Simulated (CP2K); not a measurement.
**Worked example: self-consistent single point of TiZn2O4 (P4_122, 28 atoms in the cell) in CP2K**

Method: LDA (Pade form), GPW, DZVP-MOLOPT-SR-GTH basis, GTH-PADE potentials (GTH_POTENTIALS) run with CP2K.

This input was run:

```
&GLOBAL
  PROJECT calc
  RUN_TYPE ENERGY_FORCE
  PRINT_LEVEL LOW
&END GLOBAL
&FORCE_EVAL
  METHOD Quickstep
  STRESS_TENSOR ANALYTICAL
  &DFT
    BASIS_SET_FILE_NAME BASIS_MOLOPT
    POTENTIAL_FILE_NAME GTH_POTENTIALS
    &QS
      METHOD GPW
      EPS_DEFAULT 1E-10
    &END QS
    &MGRID
      CUTOFF 600
      REL_CUTOFF 60
      NGRIDS 5
    &END MGRID
    &SCF
      SCF_GUESS ATOMIC
      EPS_SCF 1E-6
      MAX_SCF 100
      ADDED_MOS 38
      &DIAGONALIZATION
        ALGORITHM STANDARD
      &END DIAGONALIZATION
      &MIXING
        METHOD BROYDEN_MIXING
        ALPHA 0.4
        NBUFFER 8
        BETA 1.5
      &END MIXING
    &END SCF
    &KPOINTS
      SCHEME MACDONALD 3 3 2 0.1666666667 0.1666666667 0
    &END KPOINTS
    &XC
      &XC_FUNCTIONAL PADE
      &END XC_FUNCTIONAL
    &END XC
    &PRINT
      &MO
        EIGENVALUES T
        OCCUPATION_NUMBERS T
        NDIGITS 8
        FILENAME mo
        &EACH
          QS_SCF 0
        &END EACH
        ADD_LAST NUMERIC
      &END MO
      &MULLIKEN OFF
      &END MULLIKEN
    &END PRINT
  &END DFT
  &SUBSYS
    &CELL
      ABC 6.14160100 6.14160100 8.60760900
      ALPHA_BETA_GAMMA 90.00000000 90.00000000 90.00000000
      PERIODIC XYZ
    &END CELL
    &COORD
      SCALED
      Ti       0.50000000     0.23928000     0.00000000
      Ti       0.76072000     0.50000000     0.25000000
      Ti       0.50000000     0.76072000     0.50000000
      Ti       0.23928000     0.50000000     0.75000000
      Zn       0.25276000     0.25276000     0.37500000
      Zn       0.74724000     0.25276000     0.62500000
      Zn       0.74724000     0.74724000     0.87500000
      Zn       0.25276000     0.74724000     0.12500000
      Zn       0.00000000     0.24489000     0.00000000
      Zn       0.75511000     0.00000000     0.25000000
      Zn       0.00000000     0.75511000     0.50000000
      Zn       0.24489000     0.00000000     0.75000000
      O        0.97386000     0.73428000     0.24933000
      O        0.26572000     0.97386000     0.49933000
      O        0.02614000     0.26572000     0.74933000
      O        0.73428000     0.02614000     0.99933000
      O        0.97386000     0.26572000     0.25067000
      O        0.26572000     0.02614000     0.00067000
      O        0.02614000     0.73428000     0.75067000
      O        0.73428000     0.97386000     0.50067000
      O        0.51422000     0.26633000     0.23197000
      O        0.73367000     0.51422000     0.48197000
      O        0.48578000     0.73367000     0.73197000
      O        0.26633000     0.48578000     0.98197000
      O        0.51422000     0.73367000     0.26803000
      O        0.73367000     0.48578000     0.01803000
      O        0.48578000     0.26633000     0.76803000
      O        0.26633000     0.51422000     0.51803000
    &END COORD
    &KIND Ti
      BASIS_SET DZVP-MOLOPT-SR-GTH
      POTENTIAL GTH-PADE-q12
    &END KIND
    &KIND Zn
      BASIS_SET DZVP-MOLOPT-SR-GTH
      POTENTIAL GTH-PADE-q12
    &END KIND
    &KIND O
      BASIS_SET DZVP-MOLOPT-SR-GTH
      POTENTIAL GTH-PADE-q6
    &END KIND
  &END SUBSYS
  &PRINT
    &FORCES ON
    &END FORCES
    &STRESS_TENSOR ON
    &END STRESS_TENSOR
  &END PRINT
&END FORCE_EVAL
```

Output (repeated stretches shortened):

```
 GLOBAL| Method name                                                        CP2K
 GLOBAL| Project name                                                       calc
 GLOBAL| Run type                                                   ENERGY_FORCE

 TOTAL NUMBERS AND MAXIMUM NUMBERS

  Total number of            - Atomic kinds:                                   3
                             - Atoms:                                         28
                             - Shell sets:                                    28
                             - Shells:                                       168
                             - Primitive Cartesian functions:                152
                             - Cartesian basis functions:                    588
                             - Spherical basis functions:                    512

  Maximum angular momentum of- Orbital basis functions:                        3
                             - Local part of the GTH pseudopotential:          2
                             - Non-local part of the GTH pseudopotential:      4

 SCF PARAMETERS         Density guess:                                    ATOMIC
                        max_scf:                                             100
                        max_diis:                                              4
                        eps_scf:                                        1.00E-06
                        eps_diis:                                       1.00E-01
                        eps_eigval:                                     1.00E-05
                        level_shift [a.u.]:                             0.000000
                        added MOs                                        38    0
                        Mixing method:                            BROYDEN_MIXING
                                                charge density mixing in g-space
                        No outer SCF

 Extrapolation method: initial_guess

 Number of electrons:                                                        240
 Number of occupied orbitals:                                                120
 Number of molecular orbitals:                                               158

 Number of orbital functions:                                                512
 Number of independent orbital functions:                                    512

 SCF WAVEFUNCTION OPTIMIZATION

  Step     Update method      Time    Convergence         Total energy    Change
     1 NoMix/Diag. 0.40E+00      -     1.98786285      -974.5068518501 -9.75E+02
     2 Broy./Diag. 0.40E+00      -     0.21738573      -961.7299797414  1.28E+01
     3 Broy./Diag. 0.40E+00      -     0.07117244      -972.7206106183 -1.10E+01
     4 Broy./Diag. 0.40E+00      -     0.05448432      -973.2151594455 -4.95E-01
     5 Broy./Diag. 0.40E+00      -     0.02918757      -973.3690227087 -1.54E-01
     6 Broy./Diag. 0.40E+00      -     0.01080571      -974.0418838813 -6.73E-01
     7 Broy./Diag. 0.40E+00      -     0.00519587      -973.8389208471  2.03E-01
     8 Broy./Diag. 0.40E+00      -     0.00477666      -973.8800299457 -4.11E-02
     9 Broy./Diag. 0.40E+00      -     0.00129597      -973.8874517071 -7.42E-03
    10 Broy./Diag. 0.40E+00      -     0.00054592      -973.9176323589 -3.02E-02
    11 Broy./Diag. 0.40E+00      -     0.00044423      -973.9193507400 -1.72E-03
    12 Broy./Diag. 0.40E+00      -     0.00006992      -973.9106726905  8.68E-03
    13 Broy./Diag. 0.40E+00      -     0.00006032      -973.9118577410 -1.19E-03
    14 Broy./Diag. 0.40E+00      -     0.00004588      -973.9170028815 -5.15E-03
    15 Broy./Diag. 0.40E+00      -     0.00004223      -973.9171949464 -1.92E-04
    16 Broy./Diag. 0.40E+00      -     0.00003039      -973.9154770904  1.72E-03
    17 Broy./Diag. 0.40E+00      -     0.00000810      -973.9151916364  2.85E-04
    18 Broy./Diag. 0.40E+00      -     0.00000355      -973.9154054924 -2.14E-04
    19 Broy./Diag. 0.40E+00      -     0.00000139      -973.9154364296 -3.09E-05
    20 Broy./Diag. 0.40E+00      -     0.00000063      -973.9154013598  3.51E-05

  *** SCF run converged in    20 steps ***

  Electronic density on regular grids:       -239.9999999916        0.0000000084
  Core density on regular grids:              239.9999999864       -0.0000000136
  Total charge density on r-space grids:       -0.0000000052
  Total charge density g-space grids:          -0.0000000052

  Overlap energy of the core charge distribution:               0.00000000501262
  Self energy of the core charge distribution:              -1720.98975118614862
  Core Hamiltonian energy:                                    496.11673133183137
  Hartree energy:                                             405.06883865079237
  Exchange-correlation energy:                               -154.11122016124281

  Total energy:                                              -973.91540135975492

 ENERGY| Total FORCE_EVAL ( QS ) energy [hartree]           -973.915390728028797

 FORCES| Atomic forces [hartree/bohr]
 FORCES|   Atom     x               y               z               |f|
 FORCES|      1  1.38948375E-08 -3.47470088E-03  1.06647205E-11   3.47470088E-03
 FORCES|      2  3.47470685E-03 -7.01946546E-10  1.75848338E-09   3.47470685E-03
 FORCES|      3 -1.67502146E-08  3.47471390E-03 -7.68605655E-10   3.47471390E-03
 FORCES|      4 -3.47470013E-03 -9.93682413E-09 -9.17126223E-09   3.47470013E-03
 FORCES|      5  5.89762738E-04  5.89711965E-04  2.84053225E-08   8.34014562E-04
 FORCES|      6 -5.89723176E-04  5.89753849E-04  2.14402758E-08   8.34016203E-04
   [... 17 lines left out ...]
 FORCES|     24  2.45882767E-03 -4.61514215E-03 -7.62759241E-03   9.24800176E-03
 FORCES|     25  4.61513075E-03 -2.45883362E-03  7.62760490E-03   9.24800795E-03
 FORCES|     26 -2.45884417E-03 -4.61511838E-03  7.62760103E-03   9.24800139E-03
 FORCES|     27 -4.61512100E-03  2.45883607E-03  7.62760159E-03   9.24800101E-03
 FORCES|     28  2.45883914E-03  4.61512454E-03  7.62760001E-03   9.24800229E-03
 FORCES| Sum     1.83119834E-08  1.86183841E-08  5.32511526E-08
 FORCES| Total atomic force                                       5.93098492E-08

 STRESS| Analytical stress tensor [bar]
 STRESS|                        x                   y                   z
 STRESS|      x       -1.69578983563E+05  -9.26828205762E-03   1.86848565650E-03
 STRESS|      y       -9.26828205762E-03  -1.69579017295E+05   1.23798967510E-02
 STRESS|      z        1.86848565650E-03   1.23798967510E-02  -1.71972379510E+05
 STRESS| 1/3 Trace                                            -1.70376793456E+05
```

The run converged in 20 iterations.

The starting cell comes from a database of computed structures (which also holds hypothetical and non-ambient phases and stackings), without a prior relaxation at this level. Its lattice was rescaled by a random factor within 2.5 % of one. Values carry the incompleteness of an atom-centred basis. With a pressure of about -17 GPa the cell is away from its equilibrium volume at this level.

Cost on one core of a shared machine: roughly 8 min.
